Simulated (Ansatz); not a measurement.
C11b MoSi2 was calculated with r²SCAN-D4 in Ansatz (PAW).

Run with plane-wave cutoff 560 eV, 24×24×24 k mesh, Fermi–Dirac smearing 0.05 eV, no spin polarisation, scalar-relativistic PAW data made under PBE.

Properties against volume:

Shape and atoms are relaxed at each volume.

| V (Å³/atom) | P (GPa) | c (Å) | a (Å) |
|---|---|---|---|
| 12.709 | 9.96 | 7.710 | 3.145 |
| 12.973 | 4.71 | 7.755 | 3.168 |
| 13.238 | -0.01 | 7.799 | 3.191 |
| 13.503 | -4.23 | 7.842 | 3.214 |
| 13.768 | -8.02 | 7.885 | 3.237 |

Note: the bulk modulus comes from volumes at which shape and atoms were relaxed.

Ansatz is a first-principles code.
